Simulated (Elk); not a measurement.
Elk run on CaS (Fm-3m, 2 atoms in the cell): self-consistent single point.

Method: PBE, all-electron FP-LAPW, Elk's shipped species files, APW+lo basis with extra local orbitals (Elk 10.2.4).

```yaml
crystal:
  lattice:
    - [0.00000, 2.83498, 2.83498]
    - [2.83498, 0.00000, 2.83498]
    - [2.83498, 2.83498, 0.00000]
  atoms:
    - { symbol: Ca, position: [0.00000, 0.00000, 0.00000] }
    - { symbol: S, position: [0.50000, 0.50000, 0.50000] }
```

Reference input (self-consistent single point, DFT, PBE, all-electron FP-LAPW, Elk's shipped species files, APW+lo basis with extra local orbitals): xctype = 20; rgkmax = 8; stype = 3; swidth = 0.000367493 Ha; ngridk = 10 10 10; gmaxvr = 14 1/bohr; nxlo = 2; lorbcnd = true; lmaxi = 2. This run's input differs from it in these lines:

```diff
@@ -7,3 +7,3 @@
 rgkmax
-  8.0
+  6.2
```

The program printed (abridged):

```
│ Self-consistent loop started │
│ Loop number : 1 │
 total energy                :     -1084.22679449
│ Loop number : 2 │
 total energy                :     -1084.17523589
RMS change in Kohn-Sham potential (target) :   0.4367481984     (  0.1000000000E-05)
Absolute change in total energy (target)   :   0.5155859684E-01 (  0.1000000000E-03)
│ Loop number : 3 │
 total energy                :     -1083.24486469
RMS change in Kohn-Sham potential (target) :   0.3477829089     (  0.1000000000E-05)
Absolute change in total energy (target)   :   0.9432608541     (  0.1000000000E-03)
│ Loop number : 4 │
   [... lines left out ...]
Absolute change in total energy (target)   :   0.4035778613E-03 (  0.1000000000E-03)
│ Loop number : 13 │
 total energy                :     -1079.83460045
RMS change in Kohn-Sham potential (target) :   0.3880149677E-06 (  0.1000000000E-05)
Absolute change in total energy (target)   :   0.1073540759E-03 (  0.1000000000E-03)
│ Loop number : 14 │
 total energy                :     -1079.83459046
RMS change in Kohn-Sham potential (target) :   0.5168593937E-07 (  0.1000000000E-05)
Absolute change in total energy (target)   :   0.3683194609E-04 (  0.1000000000E-03)
Convergence targets achieved

│ Loop number : 15 │

Energies :
 Fermi                       :     0.137198639798
 total energy                :     -1079.83458910

Density of states at Fermi energy :   0.2720991477E-06
 (states/Hartree/unit cell)

Estimated indirect band gap :   0.8544205830E-01
 from k-point      1 to k-point     31
Estimated direct band gap   :   0.1154777853
 at k-point     31

Charges :
 core                        :    20.00000000
 valence                     :    16.00000000
 interstitial                :    3.249890436
 muffin-tins (core leakage)
  species :    1 (Ca)
   atom    1                 :    18.17952692     (  0.1949668516E-07)
  species :    2 (S)
   atom    1                 :    14.57058264     (  0.6992821153E-04)
 total in muffin-tins        :    32.75010956
 total calculated charge     :    36.00256727
 total charge                :    36.00000000
 error                       :   0.2567270004E-02

│ Self-consistent loop stopped │
```

The run converged in 15 iterations. The count includes the last loop, which Elk runs after its targets are met. Against the reference run the free energy rises by 116 meV/atom and the gap on the mesh goes from 2.281 to 2.325 eV.

The starting cell comes from a database of computed structures (which also holds hypothetical and non-ambient phases and stackings), without a prior relaxation at this level. Its lattice was rescaled by a random factor within 2.5 % of one. Values depend on the basis (sphere radii, cutoffs, local orbitals), which need not be converged.
